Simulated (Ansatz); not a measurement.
**SnS (model structure, started from the PtS type, P4₂/mmc, No. 131, 4 atoms in the cell)**

The numbers are results of PBEsol (PAW; Ansatz, an electronic-structure program), not measurements.

Settings: plane-wave cutoff 500 eV, 10×10×6 k mesh (along the axes of the cell as run), Fermi–Dirac smearing 0.05 eV, scalar-relativistic PAW data made under PBE.

Cell (relaxed at this level):

```cif
data_S2Sn2
_chemical_formula_sum 'Sn2 S2'
_space_group_name_H-M_alt 'P42/mmc'
_space_group_IT_number 131
_space_group_name_Hall '-P 4c 2'
_cell_length_a 3.60916
_cell_length_b 3.60916
_cell_length_c 7.83562
_cell_angle_alpha 90.000
_cell_angle_beta 90.000
_cell_angle_gamma 90.000
loop_
_atom_site_label
_atom_site_type_symbol
_atom_site_symmetry_multiplicity
_atom_site_Wyckoff_symbol
_atom_site_fract_x
_atom_site_fract_y
_atom_site_fract_z
_atom_site_occupancy
Sn1 Sn 2 c 0.00000 0.50000 0.00000 1
S1 S 2 e 0.00000 0.00000 0.25000 1
```

For SnS (model structure, started from the PtS type, P4₂/mmc, No. 131, 4 atoms in the cell), the band gap is none.

Note: the relaxation could raise the start's symmetry but not lower it, so the cell can be a saddle point.

Spin–orbit coupling is not included.

Static lattice: no zero-point or thermal effects.

The result took about 100 core-seconds (a rough figure).

A model structure was made by putting elements into a prototype or built by hand; it is no filed structure, need not be a known phase, and can be a saddle point held by its symmetry.
